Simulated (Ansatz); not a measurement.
Base system: Mg$_{2}$Ge in the anti-fluorite structure (space group Fm-3m, No. 225; a = 6.421 Å).

Level of theory: Ansatz (a program for electronic structure), PBE, PAW, cutoff 420 eV, spin-orbit coupling left out.

Base values:

```
Quantity                         Value
-----------------------------  -------
Width of the top valence band  2.65 eV
```

The change: every lattice vector is stretched by 1.00 %, atoms relaxed at fixed cell.

### Question
How does this affect the width of the top valence band and energy relative to the base?

### Answer
The width of the top valence band falls by 0.066 eV to 2.59 eV; the energy grows by 3.0 meV/atom.

The levels and masses belong to the bands next to the band gap. The cells carry an imposed strain or load. Whether these cells are dynamically stable was not tested.
